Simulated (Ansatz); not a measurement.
alpha cristobalite (1 0 0) on germanium (1 1 0) (film strained to the substrate, started from cuts of the bulks and a machine-learned relaxation; metallic at this level, with no gap by band count; slabs Ge48 and Si24O44, which can lie off the formulas)

A periodic stack without vacuum, alpha cristobalite (1 0 0) on germanium (1 1 0) (film strained to the substrate, started from cuts of the bulks and a machine-learned relaxation; metallic at this level, with no gap by band count; slabs Ge48 and Si24O44, which can lie off the formulas): substrate slab Ge48, film Si24O44, surface cells [[-1, 2], [-1, -1]] and [[2, 0], [0, 1]], film strained by -1.9 and -0.6 %, outermost planes Ge/Ge and OSi/OSi as cut, which need not be the usual terminations and can put a slab off its formula.

The start was prepared with a machine-learned potential, and the result is one local minimum, with the in-plane cell held and forces under 0.04 eV/Å; the film can end far from its bulk form.

Computed with PBE (plane waves to 420 eV, PAW; Ansatz, an electronic-structure program). Scalar-relativistic, without spin–orbit coupling; PBE gaps are too small against experiment. Its k-point mesh 3×3×1, Fermi–Dirac width 0.05 eV.

- interface area: 70.4 Å²
- period: 30.99 Å
- heights between the nearest atoms of the two slabs at the two interfaces: 1.66 and 1.71 Å
- Ge–Si contacts across the interfaces within 1.22 times the sum of covalent radii: 8, mean 2.44 Å
- spin-polarised check at this geometry: falls back to no moment

```xyz
116
Lattice="9.9765 0.0002 -0.0477 0.0002 7.0543 0.0606 1.5095 -2.6659 30.9593" Properties=species:S:1:pos:R:3 pbc="T T T"
Ge     2.3518     1.8518     3.1806
Ge     5.8653     6.8634     2.6096
Ge     9.1336     4.2204     2.8944
Ge     3.3734     6.6451     3.0423
Ge     6.6169     4.5022     2.8244
Ge     9.8835     1.8334     2.8918
Ge     5.6430     3.3633     0.8551
Ge     9.4585     0.9476     0.6150
Ge     2.2421     5.2009     1.4261
Ge     6.9629     1.2232     0.5814
Ge     9.8579     5.5145     0.8453
Ge     3.2162     2.9403     1.1701
Ge     9.1394     4.2770     6.9603
Ge     2.4893     1.9223     7.0808
Ge     5.7877    -0.3730     6.8223
Ge     9.9610     1.9239     6.9441
Ge     3.3040    -0.4346     7.0515
Ge     6.6433     4.3319     6.9443
Ge     2.4618     5.4318     5.0689
Ge     5.8262     3.2201     4.8674
Ge     9.0854     0.7454     4.9355
Ge     3.3399     3.1050     5.0636
Ge     6.6014     0.8459     4.7484
Ge     9.9344     5.4514     4.9167
Ge     5.7824    -0.4712    10.8766
Ge     9.1853     4.2739    11.0447
Ge     2.4913     1.9070    11.1540
Ge     6.6520     4.2493    11.0685
Ge     9.9793     1.9192    10.9874
Ge     3.3182    -0.4635    11.1706
Ge     9.1470     0.7530     8.9611
Ge     2.4712     5.4292     9.1602
Ge     5.8292     3.1197     8.9878
Ge     9.9525     5.4480     8.9996
Ge     3.3308     3.0837     9.1202
Ge     6.6495     0.7636     8.8747
Ge     2.1351     1.7951    15.2220
Ge     5.7917    -0.6090    14.6558
Ge     9.2034     4.1757    14.8926
Ge     3.4977    -0.3674    15.5075
Ge     6.7371     4.1638    15.0067
Ge     9.5895     1.6615    15.2747
Ge     5.7298     2.9985    13.0604
Ge     9.1851     0.7739    13.0126
Ge     2.6044     5.4279    13.3734
Ge     6.7183     0.7196    12.8453
Ge    10.0524     5.5089    13.0372
Ge     3.2354     2.9987    13.2809
Si     1.3675     1.6309    19.9099
Si     6.3796     1.5418    19.5090
Si     4.0843     5.3708    17.6391
Si     9.4996     4.8267    17.1797
Si     3.7695    -0.0603    20.2141
Si     8.9469    -0.1931    19.2727
Si     2.1419     3.0255    17.2867
Si     6.6531     3.8576    17.4114
O      2.0705     1.9015    18.4677
O      6.2243     2.4958    18.1909
O      2.3256     0.5458    20.6482
O      7.3904     0.2976    19.1924
O      3.4949    -1.0930    18.9775
O      9.4909    -0.7328    17.8186
O      4.8558     1.0406    19.7477
O      9.8277     1.1071    19.6805
O      0.9398     4.1001    17.6283
O      5.7124     5.1558    17.8477
O      1.2784     2.9451    20.8434
O      6.9130     2.3088    20.8395
O      3.5464     3.8515    17.4076
O      8.2037     4.0889    17.8988
O      4.3372    -0.7240    21.5672
O      9.1494    -1.3696    20.3860
Si     1.5426     1.3914    24.6672
Si     6.3371     1.4800    24.8285
Si     4.5003     4.9851    22.4993
Si     9.3432     5.2383    22.0009
Si     3.8914    -0.4231    24.8985
Si     8.8789    -0.1609    24.4398
Si     1.8021     3.5424    22.2582
Si     7.0242     3.2115    22.1827
O      1.6836     2.5031    23.4968
O      6.7334     2.3627    23.5305
O      2.4022     0.0273    24.3931
O      7.4064     0.2705    24.9481
O      4.3843    -1.7117    24.0253
O      8.8424    -0.5620    22.8599
O      4.8532     0.8605    24.6367
O      9.9319     1.0454    24.7170
O     10.8910     4.8984    22.4185
O      5.9634     4.4289    22.1206
O      2.1083     1.9247    26.0990
O      6.3196     2.3279    26.2110
O      3.3813     3.8858    22.0985
O      8.5066     3.8660    22.2761
O      3.9113    -0.8700    26.4695
O      9.2807    -1.4655    25.2878
Si    11.2053     1.5237    29.7758
Si     6.6401     1.3111    29.4848
Si     4.3998    -2.0006    27.5393
Si     9.5683    -2.2109    26.6813
Si     3.9976    -0.0190    29.8599
Si     8.8124    -0.5548    29.2528
Si     2.0299     3.1028    27.2089
Si     6.9149     3.3644    27.3040
O      1.3326     2.5811    28.5832
O      6.9670     2.7695    28.8317
O      2.4571     0.4559    29.6206
O      7.4371     0.1352    28.6473
O      4.2136    -1.4368    29.0690
O      9.5687    -1.2680    28.0025
O      5.0245     1.1007    29.2135
O      9.7777     0.7253    29.7073
O     11.0712     4.2787    26.5655
O      5.9693     4.6930    27.3289
O      3.5223     3.6853    27.4783
O      8.4522     3.6806    26.9019
```
